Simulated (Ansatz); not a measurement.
MgCO3 (R-3c, No. 167), treated with BLYP (Ansatz, a quantum-chemistry and plane-wave program, PAW).

From the output:

```
Crystal: 10 atoms, lattice volume = 98.420 Å³
Basis set: ecut = 520 eV, 2647 PW (Γ), exchange–correlation on 90×90×90 points (8 copies of the dense FFT grid, shifted against one another)
Bands: 42, of which v1, the nominal top of the filled ones, is band 32 counted from 1 (31 counted from 0)
Symmetry: 12 space group operations
Space group: R-3c (ITA 167), of the structure as read, at distance tolerance 4.6e-5 Å
k-points: 116 of 1000
Functional: x = b88, c = lyp
SCF iter   1: F=—  HF=-7779.439783 eV  |F-HF|=—  |Δ(HF+E_count)|=         —  Δρ=1.56e-2  dr2=1.28e-1
SCF iter   2: F=—  HF=-7779.397859 eV  |F-HF|=—  |Δ(HF+E_count)|=   4.19e-2  Δρ=3.39e-3  dr2=5.36e-3
  ...
SCF iter   6: F=—  HF=-7779.396532 eV  |F-HF|=—  |Δ(HF+E_count)|=   7.98e-5  Δρ=6.08e-6  dr2=3.54e-8
SCF iter   7: F=-7779.396532 eV  HF=-7779.396532 eV  |F-HF|=8.55e-11  |Δ(HF+E_count)|=  7.19e-10  Δρ=1.05e-6  dr2=5.83e-10
SCF 1 converged in 7 iterations: F = -7779.396532 eV  dr2 = 5.83e-10
SCF converged after 7 iterations
Free energy (F): -7779.396532 eV
Internal energy: -7779.396532 eV  (E = F + TS)
E sigma→0 (E₀):  -7779.396532 eV
Fermi energy:    7.659585 eV
--- Stress (GPa, compression-positive) ---
        0.001205       0.000000       0.000322
        0.000000       0.000001       0.000000
        0.000322      -0.000000       0.000087
  P = ⅓ Tr σ = 0.0004 GPa (0.004 kbar)
```

Problem. Write an input file that could have produced this run (the log leaves some choices open).

Solution. One answer among several that fit: 
Ansatz 0.2 input:
```yaml
crystal:
  lattice:
    - [5.3001837239, -2.3550029445, 0.0098021185]
    - [5.3001837239, 2.3550029445, 0.0098021185]
    - [4.2465099571, 0.0, 3.9503462686]
  atoms:
    - { symbol: Mg, position: [0.0, 0.0, 0.0] }
    - { symbol: Mg, position: [0.5, 0.5, 0.5] }
    - { symbol: C, position: [0.25, 0.25, 0.25] }
    - { symbol: C, position: [0.75, 0.75, 0.75] }
    - { symbol: O, position: [0.52542405, 0.97457595, 0.25] }
    - { symbol: O, position: [0.02542405, 0.75, 0.47457595] }
    - { symbol: O, position: [0.25, 0.52542405, 0.97457595] }
    - { symbol: O, position: [0.47457595, 0.02542405, 0.75] }
    - { symbol: O, position: [0.97457595, 0.25, 0.52542405] }
    - { symbol: O, position: [0.75, 0.47457595, 0.02542405] }
basis:
  ecutwfc: 520
  ecutrho_ratio: 4
  xc_grid: 2
kpoints:
  mp_grid: { grid: [10, 10, 10] }
  band_path:
    path:
      - [0.0, 0.0, 0.0]
      - [-0.1, -0.1, -0.1]
      - [-0.2, -0.2, -0.2]
      - [-0.3, -0.3, -0.3]
      - [-0.4, -0.4, -0.4]
      - [-0.5, -0.5, -0.5]
      - [-0.5, -0.45909, -0.54091]
      - [-0.5, -0.41818, -0.58182]
      - [-0.5, -0.37727, -0.62273]
      - [-0.5, -0.33636, -0.66364]
      - [-0.5, -0.295449, -0.704551]
      - [-0.5, -0.254539, -0.745461]
      - [-0.5, -0.213629, -0.786371]
      - [-0.213629, 0.213629, -0.5]
      - [-0.170903, 0.170903, -0.5]
      - [-0.128177, 0.128177, -0.5]
      - [-0.085452, 0.085452, -0.5]
      - [-0.042726, 0.042726, -0.5]
      - [0.0, 0.0, -0.5]
      - [0.0, 0.0, -0.428571]
      - [0.0, 0.0, -0.357143]
      - [0.0, 0.0, -0.285714]
      - [0.0, 0.0, -0.214286]
      - [0.0, 0.0, -0.142857]
      - [0.0, 0.0, -0.071429]
      - [0.0, 0.039646, -0.039646]
      - [0.0, 0.079292, -0.079292]
      - [0.0, 0.118938, -0.118938]
      - [0.0, 0.158584, -0.158584]
      - [0.0, 0.19823, -0.19823]
      - [0.0, 0.237876, -0.237876]
      - [0.0, 0.277522, -0.277522]
      - [0.0, 0.317169, -0.317169]
      - [0.0, 0.356815, -0.356815]
      - [-0.356815, 0.0, -0.643185]
      - [-0.404543, 0.0, -0.595457]
      - [-0.452272, 0.0, -0.547728]
      - [-0.5, 0.0, -0.5]
      - [-0.4375, 0.0, -0.4375]
      - [-0.375, 0.0, -0.375]
      - [-0.3125, 0.0, -0.3125]
      - [-0.25, 0.0, -0.25]
      - [-0.1875, 0.0, -0.1875]
      - [-0.125, 0.0, -0.125]
      - [-0.0625, 0.0, -0.0625]
    npoints: 1
hamiltonian:
  xc: blyp
  dispersion: none
  pseudopotentials: { kind: paw }
scf:
  occupations: { method: fermi_dirac, width: 0.01 }
  convergence: { dr2_threshold: 0.000000001 }
output:
  forces: true
  stress: true
  eigenvalues: true
  write_bands: true
```

The PAW data were made under PBE.

Note: the volume lies 6 % above that of the published cell.
